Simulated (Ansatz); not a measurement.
Migration barriers of vacancies in halides: PBE bands (Ansatz, an electronic-structure program, plane waves to 420 eV, PAW, climbing-image NEB) beside r2SCAN single points (500 eV) at the PBE geometries. Forward barriers of single hops from the lowest site run, static nuclei, no finite-size correction. The rows are a random draw from the bands that converged and passed our checks of state and shape. Saddle orders were checked for a part of the study's bands only and are not shown. Vacancies start on their lattice site; split forms were not set up. Charge states are imposed.

```
Defect                                                                  Route  Hop (Å), direction in the unit cell  End over start, densest mesh run (eV)  Cell and PBE mesh  r2SCAN k-points  PBE (eV)
-----------------------------------------  ----------------------------------  -----------------------------------  -------------------------------------  -----------------  ---------------  --------
F vacancy in rutile-type MgF2, charge +1    a nearby F jumps into the vacancy      2.33 along (-0.35, -0.35, 0.00)                                   0.00        72 sites, Γ        same mesh      0.53
F vacancy in rutile-type MgF2, charge +1    a nearby F jumps into the vacancy       2.69 along (0.10, 0.47, -0.47)                                   0.00        72 sites, Γ        same mesh      0.71
Mg vacancy in rutile-type MgF2, charge -2  a nearby Mg jumps into the vacancy       2.94 along (0.00, 0.00, -0.95)                                   0.00        72 sites, Γ        same mesh      1.22
Mg vacancy in rutile-type MgF2, charge -2  a nearby Mg jumps into the vacancy       3.59 along (0.49, 0.49, -0.49)                                   0.00        72 sites, Γ        same mesh      1.43
Ca vacancy in fluorite, charge -2          a nearby Ca jumps into the vacancy      3.75 along (-0.48, 0.00, -0.48)                                   0.00        96 sites, Γ        same mesh      1.94
F vacancy in rutile-type MgF2, charge +1    a nearby F jumps into the vacancy       3.03 along (0.00, 0.00, -0.98)                                   0.00        72 sites, Γ        same mesh      1.17
F vacancy in fluorite, charge +1            a nearby F jumps into the vacancy       2.28 along (0.00, -0.41, 0.00)                                   0.00        96 sites, Γ        same mesh      0.23
```

Task: What does r2SCAN give for each row, and how does it differ from PBE over these rows?

Result: In the order of the rows: 0.50, 0.76, 1.27, 1.48, 1.99, 1.21, 0.24 eV. Against PBE it lies higher in 5 of 7 rows and lower in 1 (differences over 0.03 eV). The mean difference is +0.03 eV (median +0.05) and the mean size 0.04 eV; the largest, +0.05 eV, is in row 2.
